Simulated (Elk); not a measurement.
Band structure of LaAg2 (C2/m, 6 atoms in the cell).

```yaml
crystal:
  lattice:
    - [4.69844, -3.66054, 0.00000]
    - [4.69844, 3.66054, 0.00000]
    - [-2.43179, 0.00000, 4.12534]
  atoms:
    - { symbol: La, position: [0.28521, 0.28521, 0.03474] }
    - { symbol: La, position: [0.71479, 0.71479, 0.96526] }
    - { symbol: Ag, position: [0.12202, 0.70956, 0.66589] }
    - { symbol: Ag, position: [0.87798, 0.29044, 0.33411] }
    - { symbol: Ag, position: [0.29044, 0.87798, 0.33411] }
    - { symbol: Ag, position: [0.70956, 0.12202, 0.66589] }
```

Method of the run: PBEsol, all-electron FP-LAPW, Elk's shipped species files, default APW+lo basis in Elk 10.2.4.

Settings: xctype = 22; stype = 0; swidth = 0.00367493 Ha; ngridk = 3 3 4; rmtscf = 0.94; maxscl = 100.

The starting cell comes from a database of computed structures (which also holds hypothetical and non-ambient phases and stackings), without a prior relaxation at this level. Its lattice was rescaled by a random factor within 2.5 % of one. Values depend on the basis (sphere radii, cutoffs, local orbitals), which need not be converged.

Levels in eV from the Fermi level, bands 46 to 53:
```json
[
 {"point": "Γ", "46": "-2.43", "47": "-0.67", "48": "-0.47", "49": "-0.42", "50": "-0.34", "51": "-0.10", "52": "0.09", "53": "1.09"},
 {"point": "Y", "46": "-2.50", "47": "-1.56", "48": "-1.17", "49": "-0.42", "50": "0.20", "51": "0.33", "52": "0.61", "53": "1.01"},
 {"point": "F", "46": "-2.51", "47": "-2.12", "48": "-1.53", "49": "-0.19", "50": "0.06", "51": "0.29", "52": "0.89", "53": "1.57"},
 {"point": "H", "46": "-2.42", "47": "-0.99", "48": "-0.45", "49": "-0.36", "50": "-0.14", "51": "-0.02", "52": "0.12", "53": "0.96"},
 {"point": "Z", "46": "-2.58", "47": "-2.52", "48": "-0.42", "49": "-0.32", "50": "-0.30", "51": "0.23", "52": "0.81", "53": "0.92"},
 {"point": "I", "46": "-2.58", "47": "-2.51", "48": "-0.40", "49": "-0.32", "50": "-0.30", "51": "0.23", "52": "0.81", "53": "0.91"},
 {"point": "F1", "46": "-2.51", "47": "-2.12", "48": "-1.53", "49": "-0.19", "50": "0.06", "51": "0.29", "52": "0.89", "53": "1.57"}
]
```

Bands cross the Fermi level along this path, so the cell is metallic at this level.
